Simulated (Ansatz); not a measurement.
Base system: an 8-atom supercell of GaN in the wurtzite structure (space group P6_3mc, No. 186; a = 3.219 Å, c = 5.244 Å) at its relaxed geometry.

(Cell as relaxed with PBE.)

Levels (all Ansatz, a quantum-chemistry and plane-wave program, PAW, earlier PAW set): PBE (420 eV, spin-orbit coupling left out); r2SCAN (500 eV, no SOC).

Each level relaxes its own structure.

The change: a neutral N on a Ga site (antisite), atoms relaxed at fixed cell, starting from a slightly rattled geometry.

```json
[
 {"quantity": "pressure", "PBE": "9.7 GPa", "r2SCAN": "(withheld)"},
 {"quantity": "largest displacement of a host atom from its site in the perfect cell", "PBE": "0.54 Å", "r2SCAN": "(withheld)"},
 {"quantity": "shift of the substituted atom off its lattice site", "PBE": "1.62 Å", "r2SCAN": "(withheld)"}
]
```

Problem. Given the PBE results, estimate those of r2SCAN.

Solution. 
- pressure, r2SCAN: 10.7 GPa
- largest displacement of a host atom from its site in the perfect cell, r2SCAN: 0.55 Å
- shift of the substituted atom off its lattice site, r2SCAN: 1.60 Å

PBE's pressure lies 1.0 GPa below r2SCAN's. Neither level is exact; r2SCAN is the comparison here, not a measurement.

The magnetic state is the one reached from the starting moments; the real material's order can differ, and small cells can't hold many antiferromagnetic ones. The cell is small, so the values are those of an ordered compound at a high defect concentration; dilute-limit values will differ. Seeded moments were not kept for N on a Ga site (antisite).
